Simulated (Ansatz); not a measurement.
# Ansatz run on SrZn2Sb2 (P-3m1, 5 atoms in the cell): self-consistent single point

Method of the run: LDA (PW92), default PAW files made with PBE (plane waves; Ansatz, a first-principles code).

Input:

Ansatz 0.2 input:
```yaml
crystal:
  lattice:
    - [4.499321, 0.000000, 0.000000]
    - [-2.249661, 3.896526, 0.000000]
    - [0.000000, 0.000000, 7.716680]
  atoms:
    - { symbol: Sr, position: [0.000000, 0.000000, 0.000000] }
    - { symbol: Zn, position: [0.666667, 0.333333, 0.366150] }
    - { symbol: Zn, position: [0.333333, 0.666667, 0.633850] }
    - { symbol: Sb, position: [0.333333, 0.666667, 0.272030] }
    - { symbol: Sb, position: [0.666667, 0.333333, 0.727970] }
basis:
  ecutwfc: 30.9 Ry
kpoints:
  mp_grid:
    grid: [8, 8, 4]
hamiltonian:
  xc: lda
  pseudopotentials:
    kind: paw
scf:
  occupations:
    method: fermi_dirac
    width: 0.0073 Ry
output:
  forces: true
  eigenvalues: true
  stress: true
```

Log, with long lists cut:

```
WARN the atoms were moved onto the symmetric positions of the space group found under crystal.symmetry.tolerance 1.0e-5 (fractional …
WARN ansatz: RAYON_NUM_THREADS=1 ignored (pool sized by the plan → 1); use --threads N
Pseudopotentials: kind: paw
Pseudopotential: Sr, paw, valence charge 10
Pseudopotential: Zn, paw, valence charge 12
Pseudopotential: Sb, paw, valence charge 15
Crystal: 5 atoms, lattice volume = 135.287 Å³
Basis set: ecut = 420.4159175005146 eV, 2635 PW (Γ)
Bands: 39, of which v1, the nominal top of the filled ones, is band 32 counted from 1 (31 counted from 0)
Symmetry: 12 space group operations
Space group: P-3m1 (ITA 164), of the structure as read, at distance tolerance 5.1e-5 Å
k-points: 35 of 256
PAW frozen core: Sr, regenerated for the run's functional, and the local potential with it
PAW frozen core: Zn, regenerated for the run's functional, and the local potential with it
PAW frozen core: Sb, regenerated for the run's functional, and the local potential with it
Initial density: superposition of atomic densities (neutral atoms: chi_scale 0, normalization atom), corrected by the library's trained network
Initial wavefunctions: pseudopotential atomic-orbital guess
Eigensolver: davidson
Functional: x = slater, c = lda
SCF iter   1: F=—  HF=-22610.832376 eV  |F-HF|=—  |Δ(HF+E_count)|=         —  Δρ=5.83e-3  dr2=3.05e-2  ethr=1.77e-3  ⟨swp⟩=8.8  Hψ=6947  notcnv=0
all-band conjugate gradients solve this SCF's bands
preconditioner: auto → Resta (q_TF=auto, 2.408 Å⁻¹)
SCF iter   2: F=—  HF=-22610.826982 eV  |F-HF|=—  |Δ(HF+E_count)|=   5.39e-3  Δρ=2.93e-3  dr2=6.10e-3  ethr=4.76e-5  ⟨swp⟩=2.1  Hψ=2227  notcnv=0
SCF iter   3: F=—  HF=-22610.826421 eV  |F-HF|=—  |Δ(HF+E_count)|=   5.61e-4  Δρ=1.34e-3  dr2=1.52e-3  ethr=9.53e-6  ⟨swp⟩=2.0  Hψ=2429  notcnv=0
SCF iter   4: F=—  HF=-22610.825925 eV  |F-HF|=—  |Δ(HF+E_count)|=   4.96e-4  Δρ=3.99e-4  dr2=2.92e-4  ethr=2.38e-6  ⟨swp⟩=2.0  Hψ=1880  notcnv=0
SCF iter   5: F=—  HF=-22610.825867 eV  |F-HF|=—  |Δ(HF+E_count)|=   5.85e-5  Δρ=1.63e-4  dr2=6.09e-5  ethr=4.56e-7  ⟨swp⟩=2.0  Hψ=1921  notcnv=0
SCF iter   6: F=—  HF=-22610.825868 eV  |F-HF|=—  |Δ(HF+E_count)|=   8.97e-7  Δρ=4.95e-5  dr2=5.86e-6  ethr=9.52e-8  ⟨swp⟩=2.8  Hψ=2114  notcnv=0
SCF iter   7: F=—  HF=-22610.825868 eV  |F-HF|=—  |Δ(HF+E_count)|=   3.49e-7  Δρ=1.06e-5  dr2=2.62e-7  ethr=9.15e-9  ⟨swp⟩=2.0  Hψ=1606  notcnv=0
SCF iter   8: F=-22610.825868 eV  HF=-22610.825868 eV  |F-HF|=8.23e-9  |Δ(HF+E_count)|=   4.59e-8  Δρ=2.58e-6  dr2=1.91e-8  ethr=1.56e-10  ⟨swp⟩=6.8  Hψ=6369  notcnv=0
SCF 1 converged in 8 iterations: F = -22610.825868 eV  dr2 = 1.91e-8
SCF converged after 8 iterations
Free energy (F): -22610.825868 eV
Harris-Foulkes:  -22610.825868 eV  (|F-HF|=8.23e-9)
Internal energy: -22610.815984 eV  (E = F + TS)
E sigma→0 (E₀):  -22610.820926 eV
Entropy (-TS):   -0.009884 eV (-1.977 meV/atom)
Fermi energy:    8.432361 eV
--- Per-component energies (eV) ---
  E_band       = -425.659778
  E_kinetic    = 926.680880
  E_local      = -8093.834676  (includes V_loc(G=0)·N_el)
  E_nonlocal   = 2171.983791
  E_hartree    = 3433.352727
  E_xc         = -718.378876
  E_vxc        = -463.644112  (∫ρ·V_xc dr)
  E_paw        = -14964.430471  (= ΣΔE_a)
  E_vpaw       = -1833.548494  (= ΣTr[D̂ρ^β])
  E_aug_tail   = -0.000739  (compensation charges beyond the density's cutoff)
  E_ewald      = -5370.714686
  E_core_change = 4.526065  (= ΣΔE_core)
  E_smearing   = -0.009884  (= −TS)
  E_closure    = -0.000000  (closes the sum)
  Σ components = -22610.825868   (vs F -22610.825868, Δ=0.00e0)
--- Forces (eV/Å), atoms counted from 1 ---
  atom   1  Sr     0.00000000     0.00000000     0.00000000
  atom   2  Zn    -0.00000000    -0.00000000    -0.00757389
  atom   3  Zn     0.00000000     0.00000000     0.00757389
  atom   4  Sb     0.00000000     0.00000000     0.07429452
  atom   5  Sb     0.00000000    -0.00000000    -0.07429452
  max |Σ_I F_I| component: 5.55e-17 eV/Å
--- Stress (GPa, compression-positive) ---
       -2.783406      -0.000000      -0.000000
       -0.000000      -2.783406      -0.000000
       -0.000000      -0.000000      -3.130126
  P = ⅓ Tr σ = -2.8990 GPa (-28.990 kbar)
  The stress holds the Pulay correction. Without it, at fixed plane waves, as pw.x and ABINIT print it: P = -2.9280 GPa
--- Band table (eV; the first three rows and the last of 35) ---
  k-point 0: bands = ["-27.2609", "-19.9749", "-19.9749", "-19.9742", "-19.9742", "-19.9470", "-19.9467", "-19.9439", "-19.9439", "-19.9427", "-19.9427", "-9.3822", "-9.2686", "-9.2686", "-2.3460", "-1.2540", "0.8498", "0.8498", "0.8886", "0.8886", [...]
  k-point 1: bands = ["-27.2609", "-19.9751", "-19.9751", "-19.9740", "-19.9740", "-19.9470", "-19.9467", "-19.9437", "-19.9437", "-19.9428", "-19.9428", "-9.3827", "-9.2686", "-9.2686", "-2.2500", "-1.3938", "0.8483", "0.8483", "0.8900", "0.8900", [...]
  k-point 2: bands = ["-27.2609", "-19.9752", "-19.9752", "-19.9739", "-19.9739", "-19.9469", "-19.9468", "-19.9436", "-19.9436", "-19.9430", "-19.9430", "-9.3833", "-9.2686", "-9.2686", "-2.1103", "-1.5770", "0.8468", "0.8468", "0.8913", "0.8913", [...]
  k-point 34: bands = ["-27.2552", "-19.9745", "-19.9737", "-19.9734", "-19.9719", "-19.9456", "-19.9455", "-19.9444", "-19.9433", "-19.9429", "-19.9422", "-9.3716", "-9.3383", "-9.3362", "-1.1393", "-0.9805", "0.9397", "0.9540", "0.9671", "0.9703", [...]
```

The run converged in 8 iterations.

The starting cell comes from a database of computed structures (which also holds hypothetical and non-ambient phases and stackings), without a prior relaxation at this level. Its lattice was rescaled by up to half a per cent. Spin-orbit coupling is off. Ansatz's pressure includes its estimate of the finite-basis (Pulay) stress. The run gives no clean gap (levels at the Fermi energy touch, overlap or are partly filled at this smearing), which alone does not show that the compound is a metal.
